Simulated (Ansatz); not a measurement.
For SbSI (P2₁/m, No. 11, 12 atoms in the cell; start mp-973217), LDA (Ansatz, a quantum-chemistry and plane-wave program, PAW) gives:

| Property | Result |
|---|---|
| cohesive energy | 3.44 eV/atom |
| band gap | 1.21 eV |

What does PBEsol in Ansatz (PAW) give for the same quantities?


- cohesive energy: 3.00 eV/atom (drops by 0.44 eV/atom)
- band gap: 1.33 eV (goes up by 0.12 eV)

Changes are worked out from the printed values.

Unless a cell is named, each level is at its own relaxed cell (LDA 30.46, PBEsol 32.23 Å³/atom).

Levels without +SOC leave out spin–orbit coupling, which shifts energies and cells of such heavy elements.

Spin–orbit coupling is included only where a level's name says +SOC; with heavier elements it mostly lowers gaps and can invert bands. Density-functional gaps are differences of (generalised) Kohn–Sham levels.

Caveats: the relaxation could not lower the start's symmetry, so the cell can be a saddle point above a distorted one (LDA, PBEsol). Ansatz's density-functional and Hartree–Fock values are scalar-relativistic unless marked +SOC, with PAW data made under PBE.

A start named mp-… is a Materials Project structure, which need not be a measured phase.
